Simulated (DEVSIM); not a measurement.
Device: W/La2O3/p-InP capacitor, at 300 K.

| layer (left to right) | material | thickness (nm) | Na (cm⁻³) |
|---|---|---|---|
| 1 | La2O3 | 8.00 | - |
| 2 | InP | 5100 | 1.5e16 |

Metal gate on the left, work function 4.6 eV. Fixed charge at the semiconductor interface -7.8e12 cm⁻² (in units of +e); no interface traps.

The device is made up for the run: typed textbook-type constants, with dimensions and the other settings drawn at random. Values at 300 K.

```
parameter      La2O3     InP
-------------  -----  ------
gap (eV)         5.8   1.344
affinity (eV)    1.8    4.38
permittivity      27    12.5
Nc (cm⁻³)          -  5.7e17
Nv (cm⁻³)          -  1.1e19
```

Simulated with DEVSIM: 1D Poisson equation in equilibrium, Boltzmann statistics, complete ionisation; no quantum confinement or tunnelling. Metal contacts follow the ideal Schottky-Mott rule: no Fermi-level pinning, no interface dipoles.

Task: Tabulate band edges, carrier densities and field at -0.3 V on the gate.

Result: Energies count from the Fermi level of the right contact; mesh points crowd at the junctions.

```json
[
 {"x (μm)": "0.000", "Ec (eV)": "3.100", "Ev (eV)": "-2.700", "n (cm⁻³)": "< 1e2", "p (cm⁻³)": "< 1e2", "field (V/cm)": "540000"},
 {"x (μm)": "0.001280", "Ec (eV)": "3.169", "Ev (eV)": "-2.631", "n (cm⁻³)": "< 1e2", "p (cm⁻³)": "< 1e2", "field (V/cm)": "540000"},
 {"x (μm)": "0.003675", "Ec (eV)": "3.297", "Ev (eV)": "-2.503", "n (cm⁻³)": "< 1e2", "p (cm⁻³)": "< 1e2", "field (V/cm)": "540000"},
 {"x (μm)": "0.006229", "Ec (eV)": "3.434", "Ev (eV)": "-2.366", "n (cm⁻³)": "< 1e2", "p (cm⁻³)": "< 1e2", "field (V/cm)": "540000"},
 {"x (μm)": "0.008081", "Ec (eV)": "0.950", "Ev (eV)": "-0.394", "n (cm⁻³)": "< 1e2", "p (cm⁻³)": "2.6e12", "field (V/cm)": "29000"},
 {"x (μm)": "0.009640", "Ec (eV)": "0.954", "Ev (eV)": "-0.390", "n (cm⁻³)": "< 1e2", "p (cm⁻³)": "3.1e12", "field (V/cm)": "29000"},
 {"x (μm)": "0.01316", "Ec (eV)": "0.964", "Ev (eV)": "-0.380", "n (cm⁻³)": "< 1e2", "p (cm⁻³)": "4.6e12", "field (V/cm)": "28000"},
 {"x (μm)": "0.02617", "Ec (eV)": "0.999", "Ev (eV)": "-0.345", "n (cm⁻³)": "< 1e2", "p (cm⁻³)": "1.8e13", "field (V/cm)": "25000"},
 {"x (μm)": "0.05042", "Ec (eV)": "1.054", "Ev (eV)": "-0.289", "n (cm⁻³)": "< 1e2", "p (cm⁻³)": "1.5e14", "field (V/cm)": "20000"},
 {"x (μm)": "0.1051", "Ec (eV)": "1.134", "Ev (eV)": "-0.210", "n (cm⁻³)": "< 1e2", "p (cm⁻³)": "3.2e15", "field (V/cm)": "9200"},
 {"x (μm)": "0.2361", "Ec (eV)": "1.172", "Ev (eV)": "-0.172", "n (cm⁻³)": "< 1e2", "p (cm⁻³)": "1.4e16", "field (V/cm)": "330"},
 {"x (μm)": "0.6850", "Ec (eV)": "1.173", "Ev (eV)": "-0.171", "n (cm⁻³)": "< 1e2", "p (cm⁻³)": "1.5e16", "field (V/cm)": "≈ 0"},
 {"x (μm)": "1.589", "Ec (eV)": "1.173", "Ev (eV)": "-0.171", "n (cm⁻³)": "< 1e2", "p (cm⁻³)": "1.5e16", "field (V/cm)": "≈ 0"},
 {"x (μm)": "3.229", "Ec (eV)": "1.173", "Ev (eV)": "-0.171", "n (cm⁻³)": "< 1e2", "p (cm⁻³)": "1.5e16", "field (V/cm)": "≈ 0"},
 {"x (μm)": "4.473", "Ec (eV)": "1.173", "Ev (eV)": "-0.171", "n (cm⁻³)": "< 1e2", "p (cm⁻³)": "1.5e16", "field (V/cm)": "≈ 0"},
 {"x (μm)": "4.837", "Ec (eV)": "1.173", "Ev (eV)": "-0.171", "n (cm⁻³)": "< 1e2", "p (cm⁻³)": "1.5e16", "field (V/cm)": "≈ 0"},
 {"x (μm)": "4.988", "Ec (eV)": "1.173", "Ev (eV)": "-0.171", "n (cm⁻³)": "< 1e2", "p (cm⁻³)": "1.5e16", "field (V/cm)": "≈ 0"},
 {"x (μm)": "5.056", "Ec (eV)": "1.173", "Ev (eV)": "-0.171", "n (cm⁻³)": "< 1e2", "p (cm⁻³)": "1.5e16", "field (V/cm)": "≈ 0"},
 {"x (μm)": "5.092", "Ec (eV)": "1.173", "Ev (eV)": "-0.171", "n (cm⁻³)": "< 1e2", "p (cm⁻³)": "1.5e16", "field (V/cm)": "≈ 0"},
 {"x (μm)": "5.101", "Ec (eV)": "1.173", "Ev (eV)": "-0.171", "n (cm⁻³)": "< 1e2", "p (cm⁻³)": "1.5e16", "field (V/cm)": "≈ 0"},
 {"x (μm)": "5.106", "Ec (eV)": "1.173", "Ev (eV)": "-0.171", "n (cm⁻³)": "< 1e2", "p (cm⁻³)": "1.5e16", "field (V/cm)": "≈ 0"},
 {"x (μm)": "5.108", "Ec (eV)": "1.173", "Ev (eV)": "-0.171", "n (cm⁻³)": "< 1e2", "p (cm⁻³)": "1.5e16", "field (V/cm)": "≈ 0"}
]
```
